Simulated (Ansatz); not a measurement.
## A constructed model of the (111) surface of fcc Ag, a layer of Fe in place of the second plane (bottom of the slab: a bare face, its two planes held)

The numbers are results of PBE (plane waves to 420 eV, PAW; Ansatz, an electronic-structure program), not measurements.

Set-up: 6 atoms, 11.8 Å thick at the start with caps and adatoms (thin: gaps and levels are the slab's own); mesh 15x15x1; 0.1 eV smearing; dipole correction on; 2 atoms held, the rest relaxed; symmetry of the start imposed; spin-polarised, ending with about 3.0 μB a cell; orders that need a larger cell were not tried, no spin-orbit, no U. In PBE it lies 0.02 eV a 1x1 cell over the lowest computed structure of the same composition (a layer of Fe in place of the third plane).

- work function of the top face: 4.16 eV
- energy released by relaxation: 0.059 eV
- magnetic moment of the cell: 3.00 μB
- cost: about 3 core-minutes (a rough figure)
